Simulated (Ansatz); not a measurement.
## YMgNO (model structure, started from the LaZnOP type, P4/nmm, No. 129, 8 atoms in the cell)

Computed with r²SCAN (Ansatz, a quantum-chemistry and plane-wave program, plane waves, PAW).

Settings: plane-wave cutoff 560 eV, 8×8×4 k mesh (along the axes of the cell as run), Fermi–Dirac smearing 0.01 eV, scalar-relativistic PAW data made under PBE.

Cell (relaxed at this level):

MgYNO is modelled in the tetragonal space group P4/nmm, origin choice 1 (No. 129), Pearson symbol tP8. Conventional cell: a = b = 3.753 Å, c = 7.789 Å, α = β = γ = 90.00°. Y on 2c is coordinated by 4 O at 2.196 Å. Mg on 2b is surrounded by 4 N at 2.116 Å. N on 2c has 4 Mg at 2.116 Å. O on 2a is surrounded by 4 Y at 2.196 Å (tetrahedral). (Neighbours: up to the widest gap in distance over summed covalent radii, below 1.35, at either atom; cation-cation and far metal-metal contacts left out.)

```yaml
band_gap: 2.39 eV
smallest_direct_gap_on_the_k_points_sampled: 2.58 eV
```

Note: the relaxation could raise the start's symmetry but not lower it, so the cell can be a saddle point.

Spin–orbit coupling is not included.

A model structure was made by putting elements into a prototype or built by hand; it is no filed structure, need not be a known phase, and can be a saddle point held by its symmetry.
